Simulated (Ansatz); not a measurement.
Levels about the gap of amorphous Zn12Sb12S36 (60 atoms in a cell of 1403 Å³, 4.02 g/cm³; zone centre alone, so wide bands show as single levels with stretches between that a denser mesh fills), at the geometry that PBE-D3(BJ) relaxed, where it gives 0.0 GPa on a denser mesh. The participation number counts the atoms over which a state spreads; weights are charges in smoothed Voronoi cells. The levels come from a single point, so bond lengths are those of that geometry. Method of the levels: r2SCAN, scalar-relativistic without spin-orbit coupling (Ansatz, a first-principles code). Sampling: the zone centre alone; Fermi-Dirac width 0.05 eV; no spin polarisation.

A CHGNet melt-quench gave the starting glass, which DFT then relaxed. The hot cell started wider than the set density and was brought back towards it in steps. It is the lowest in DFT energy of 3 quenches. It is a model cell: composition and starting density were chosen by hand, and all elements were melted together. The geometry includes D3(BJ) dispersion. Its density started from a set value of 3.47 and ended at 4.02 g/cm³. The simulated quench (nominally 79 K/ps over its main leg) is rapid and tends to freeze in more defects than a deposited or slowly cooled glass has. A cell of this size samples the disorder only roughly. Volume and shape were free in the relaxation.

```json
[
 {"E - E(highest filled), eV": "-0.45", "filling": "filled", "participation number": "27.2", "largest on": "S, 2 neighbours", "weight S": "0.81", "weight Sb": "0.11", "weight Zn": "0.09"},
 {"E - E(highest filled), eV": "-0.39", "filling": "filled", "participation number": "30.8", "largest on": "S, 3 neighbours", "weight S": "0.79", "weight Sb": "0.13", "weight Zn": "0.08"},
 {"E - E(highest filled), eV": "-0.31", "filling": "filled", "participation number": "14.3", "largest on": "S, 3 neighbours", "weight S": "0.84", "weight Sb": "0.09", "weight Zn": "0.07"},
 {"E - E(highest filled), eV": "-0.27", "filling": "filled", "participation number": "19.1", "largest on": "S, 2 neighbours", "weight S": "0.81", "weight Sb": "0.14", "weight Zn": "0.05"},
 {"E - E(highest filled), eV": "-0.16", "filling": "filled", "participation number": "23.1", "largest on": "S, 3 neighbours", "weight S": "0.75", "weight Sb": "0.19", "weight Zn": "0.06"},
 {"E - E(highest filled), eV": "-0.08", "filling": "filled", "participation number": "29.9", "largest on": "S, 2 neighbours", "weight S": "0.80", "weight Sb": "0.13", "weight Zn": "0.07"},
 {"E - E(highest filled), eV": "0.00", "filling": "filled", "participation number": "17.5", "largest on": "S, 2 neighbours", "weight S": "0.84", "weight Sb": "0.07", "weight Zn": "0.09"},
 {"E - E(highest filled), eV": "1.64", "filling": "empty", "participation number": "21.0", "largest on": "Sb, 3 neighbours", "weight S": "0.49", "weight Sb": "0.46", "weight Zn": "0.05"},
 {"E - E(highest filled), eV": "1.74", "filling": "empty", "participation number": "21.1", "largest on": "Sb, 4 neighbours", "weight S": "0.53", "weight Sb": "0.42", "weight Zn": "0.05"},
 {"E - E(highest filled), eV": "1.83", "filling": "empty", "participation number": "28.2", "largest on": "Sb, 3 neighbours", "weight S": "0.48", "weight Sb": "0.47", "weight Zn": "0.05"},
 {"E - E(highest filled), eV": "1.90", "filling": "empty", "participation number": "29.0", "largest on": "Sb, 3 neighbours", "weight S": "0.48", "weight Sb": "0.44", "weight Zn": "0.07"},
 {"E - E(highest filled), eV": "2.06", "filling": "empty", "participation number": "20.0", "largest on": "Sb, 3 neighbours", "weight S": "0.47", "weight Sb": "0.45", "weight Zn": "0.08"},
 {"E - E(highest filled), eV": "2.13", "filling": "empty", "participation number": "29.4", "largest on": "Sb, 4 neighbours", "weight S": "0.51", "weight Sb": "0.42", "weight Zn": "0.07"},
 {"E - E(highest filled), eV": "2.23", "filling": "empty", "participation number": "31.3", "largest on": "Sb, 3 neighbours", "weight S": "0.50", "weight Sb": "0.43", "weight Zn": "0.07"}
]
```

Most localised among these is the filled level at -0.31 eV, on a S atom, which has 3 neighbours (Zn 2.27 Å, Zn 2.36 Å, Zn 2.46 Å).
